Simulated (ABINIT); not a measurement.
Band structure of Tl (P6_3/mmc, 2 atoms in the cell).

```
CELL_PARAMETERS angstrom
      3.56519     0.00000     0.00000
     -1.78259     3.08754     0.00000
      0.00000     0.00000     5.75610
ATOMIC_POSITIONS crystal
  Tl 0.33333 0.66667 0.25000
  Tl 0.66667 0.33333 0.75000
```

Level of theory: PBE, norm-conserving pseudopotentials (PseudoDojo nc-sr-05 PBE standard) (plane waves; ABINIT).

Settings: pseudos = [Tl.upf]; ecut = 30 Ha; ixc = 11; occopt = 3; tsmear = 0.00183747 Ha; ngkpt = 9 9 5; nshiftk = 1; shiftk = 0 0 0; potentials = PseudoDojo nc-sr-05 PBE standard; kptopt = 1; nstep = 80; tolvrs1 = 1e-10; ndtset = 2.

The starting cell comes from a database of computed structures (which also holds hypothetical and non-ambient phases and stackings), without a prior relaxation at this level. Its lattice was rescaled by a random factor within 2.5 % of one. Spin-orbit coupling is off.

Levels in eV from the Fermi level, bands 10 to 17:
```
point      10     11     12     13     14    15    16    17
-----  ------  -----  -----  -----  -----  ----  ----  ----
Γ      -11.09  -9.36  -5.22  -2.45   7.44  7.44  9.26  9.26
M      -11.06  -5.64  -4.55  -0.82   0.48  1.35  3.58  3.78
K      -11.09  -4.58  -4.58  -1.03   1.54  1.54  2.63  2.97
A      -11.18  -8.10  -8.10   2.91   2.91  8.31  8.31  8.31
L      -11.07  -4.76  -4.76  -1.92  -1.92  5.24  5.24  5.58
H      -11.08  -4.21  -4.21  -0.68  -0.68  0.32  0.32  6.97
```

Bands cross the Fermi level along this path, so the cell is metallic at this level.
